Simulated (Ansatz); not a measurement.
The starting structures come from a database of crystals and need not be the phases stable at ambient conditions.

 Where the default PAW files enter, the runs use the earlier of Ansatz's two default sets.

Inside the gap of an insulator the Bloch states are evanescent, with a wavenumber k + iκ along the transport direction.

Data:

```yaml
crystal:
  lattice:
    - [3.60076, 0.00000, 0.00000]
    - [0.00000, 23.06219, 0.00000]
    - [1.80038, 7.68740, 1.03945]
  atoms:
    - { symbol: Ga, position: [0.00000, 0.05299, 0.00000] }
    - { symbol: Ga, position: [0.00000, 0.94701, 0.00000] }
    - { symbol: S, position: [0.00000, 0.76665, 0.00000] }
    - { symbol: S, position: [0.00000, 0.23335, 0.00000] }
```

Space group of this cell: R-3m. The cell was relaxed by PBE-D3(BJ); by PBEsol its mean pressure is -0.8 GPa.

Transport runs along the normal of the first two printed cell vectors, the (100) plane of the conventional cell.

The gap is the functional's own, uncorrected, and κ follows it; spin-orbit coupling is left out. Mid-gap values are interpolated between the computed energies.

**Question.** State the band gap and the smallest decay constant κ at mid-gap according to PBEsol (Ansatz, a first-principles code).

**Answer.** Gap 1.38 eV on a 28×28×28 mesh; κ = 0.150 1/Å, at (0.000, 0.500) of the in-plane reciprocal vectors. At the zone centre, at the nearest computed energy, the slowest state has κ = 0.19 1/Å.
